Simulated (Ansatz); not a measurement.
Base system: TaN in the rock salt structure (space group Fm-3m, No. 225; a = 4.376 Å; relaxed with 0.1 eV smearing). Axes: x, y, z lie along the cube axes.

The values are results of PBEsol/PAW in Ansatz (an electronic-structure program), without spin-orbit coupling, not measurements.

Now apply this change: uniaxial strain ε_zz = −2.58 %, all other strain components held at zero; the atoms relax in the strained cell.

Q: Predict the stress tensor and what it implies for the stiffness.

A: Stress of the strained cell less that of the base (GPa, compression positive):
```
    3.8     0.0     0.0
    0.0     3.8     0.0
    0.0     0.0    24.0
```

Then −Δσ_ii/ε with ε = -0.0258 gives secant stiffness values (nonlinear terms included at this strain): C33 ≈ 929 GPa, C13 ≈ 147 GPa and C23 ≈ 147 GPa.

As a check, the harmonic strain energy −½ V₀ Δσ:ε is 20 meV/atom; the computed energy rise is 19 meV/atom.

Stability against distortions was not tested. All final runs are without spin polarisation. This is not the structure that TaN has at room temperature and ambient pressure.
